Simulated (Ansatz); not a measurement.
**How far a parabola holds: energy against volume of fluorite CoSi2**

Fluorite CoSi2, treated with PBE (PAW; Ansatz, a first-principles code). Numerical settings: plane-wave cutoff 520 eV, 18×18×18 k mesh, Fermi–Dirac smearing 0.05 eV, no spin polarisation, scalar-relativistic PAW data made under PBE. The cell has no free parameter but its volume, all volumes share cutoff and mesh, and the runs aren't spin-polarised. Energies are free energies at the run's smearing, counted from the lowest row; static lattice.

| V (Å³/atom) | E (meV/atom) |
|---|---|
| 12.318 | 12.38 |
| 12.575 | 2.98 |
| 12.832 | 0.00 |
| 13.088 | 2.77 |
| 13.345 | 10.67 |
| 13.602 | ? |

The 5 complete rows are fitted with a parabola, E against V. With u = V - 12.8, the rows have u = -0.4820, -0.2250, 0.0320, 0.2880, 0.5450. Least squares gives E = 0.088 - 4.168·u + 43.708·u². Residuals (row less fit): 0.129, -0.259, 0.001, 0.257, -0.129; standard error 0.288 (degrees of freedom: 2). The fitted curve has its minimum at V = 12.8, where E = -0.01. Its curvature is d²E/dV² = 2 × 43.708 meV/Å⁶, so B = V0·d²E/dV² × 0.1602 = 180 GPa.

### Question
What does the fit predict for E at V = 13.602, and how far is the calculated value from it?

### Answer
u = 0.8020, so E = 0.088 - 4.168 × 0.8020 + 43.708 × 0.8020² = 24.858 meV/atom. The calculation gives 23.15 meV/atom, 1.708 meV/atom below the prediction (7.4 % of the range of E in the table). The row lies outside the fitted rows, so this is an extrapolation. From the scatter of the fitted rows alone, a prediction at this place has a standard error of 0.682 meV/atom, so the miss is 2.5 times that.

The residuals are curvature that a parabola lacks, not noise. A solid that stiffens under compression and softens on expansion lies above the parabola at the compressed end and under it at the expanded end, as this row does. A third-order Birch-Murnaghan fit to the whole scan has B0 = 179 GPa. Only scans are tabulated whose curvature falls smoothly with volume, and where the parabola meets the shown rows within 5 % of their range and misses the end by 0.1 meV or more.
